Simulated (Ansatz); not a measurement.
Defect migration in monoclinic HfO2: interstitial H, charge state +1. Method: PBE, PAW (plane waves to 420 eV; Ansatz, a program for electronic structure).

96-site cell at the relaxed PBE lattice, the Γ point alone, smearing 0.01 eV, spin-restricted, no finite-size correction. Energies are static. Spin-orbit coupling is left out. The charge state is imposed; whether it is stable for some Fermi level was not computed. Sites that were not tried may lie lower. The start lies 0.041 eV above the lowest site run (PBE).

Barriers: single points on a 2×2×2 k-point mesh shifted by half a step at the bands' geometries.

The step: a direct jump of one H atom; the atom moves 1.99 Å along (-0.13, 0.32, -0.18) of the unit cell; the moving atom starts with neighbours O at 0.98, 2 O at 2.19 Å and ends with O at 0.98, 2 O at 2.19 Å.

Predict the migration barrier of this step from PBE, PAW.

1.07 eV, the same both ways. At the saddle the moving atom has neighbours 2 O at 1.30 Å. The check of the saddle point's order was inconclusive, and it lies on a symmetry element of the cell, where a band can be held.
